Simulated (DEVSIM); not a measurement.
Structure: Schottky contact on p-type In0.53Ga0.47As, at 300 K.

Layer 1 from the left is In0.53Ga0.47As, thickness (μm) 4.20, Na (cm⁻³) 3.6e15, τn (s) 2e-8, τp (s) 2e-8.

Left contact: Schottky, work function 4.94 eV, emission velocity 6.9e6 cm/s. Right contact: ohmic. Voltage is applied to the left contact. Recombination: SRH at mid-gap. Mobility is μmin + (μ − μmin)/(1 + (N/Nref)^α).

Constants are typed, rounded textbook-type inputs, not results; the design itself was drawn at random and stands for no fabricated device. Values at 300 K.

In0.53Ga0.47As: gap (eV) 0.74, affinity (eV) 4.51, permittivity 13.9, Nc (cm⁻³) 2.1e17, Nv (cm⁻³) 7.7e18, μn (cm²/Vs) 12000, μp (cm²/Vs) 300, μn,min 300, μp,min 10, Nref,n 1.3e17, Nref,p 4.9e17, αn 0.48, αp 0.4.

Estimate by hand the built-in potential, the peak field at zero bias, the capacitance at 0.6 V, and compare with a numerical solution.


- Built-in potential: barrier φB = 0.310 eV; Vbi = φB − kT/q ln(N_band/N) = 0.112 V; numerical 0.112 V.
- Peak field at zero bias: depletion approximation: W = √(2εVbi/(qN)) = 0.218 μm with N = 3.60e15 cm⁻³; field = 2Vbi/W = 10200 V/cm; numerical 8970 V/cm (estimate above by 14 %).
- Capacitance at 0.6 V: C = √(qεN / 2(Vbi + |V|)) = 22.3 nF/cm²; numerical 23.3 nF/cm² (estimate below by 4.1 %).

Model (solved in DEVSIM): 1D drift-diffusion, Boltzmann statistics, complete ionisation; no tunnelling, impact ionisation, image-force lowering or self-heating. Metal contacts follow the ideal Schottky-Mott rule: no Fermi-level pinning, no interface dipoles.
